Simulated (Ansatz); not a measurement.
# monolayer SnS$_{2}$: band-edge transport data

Given:

```
SnS2
1.0
    3.70150     0.00000     0.00000
   -1.85075     3.20560     0.00000
    0.00000     0.00000    18.93629
Sn S
1 2
Direct
  0.00000   0.00000   0.50000
  0.33333   0.66667   0.57808
  0.66667   0.33333   0.42192
```

All values below come from PBE, rigid bands (plane waves, PAW, scalar-relativistic; Ansatz, a quantum-chemistry and plane-wave program). Cell: cell and atoms relaxed with PBE.

```yaml
band_gap: 1.57 eV
electron conductivity mass (300 K, dilute): 0.40 mₑ
hole conductivity mass (300 K, dilute): 0.55 mₑ
effective density of states N_c (300 K): 1.5e13 cm⁻²
effective density of states N_v (300 K): 5.4e13 cm⁻²
Seebeck coefficient, n-type 1.9e12 cm⁻², 300 K: -347 μV/K
Seebeck coefficient, p-type 1.9e12 cm⁻², 300 K: 446 μV/K
```

Rigid bands; masses and Seebeck coefficients take one relaxation time τ for all states and one kind of carrier; polarons and phonon drag are left out. Spin-orbit coupling is left out; where it splits the top of the valence band, N_v and the p-type Seebeck coefficient come out somewhat high without it.
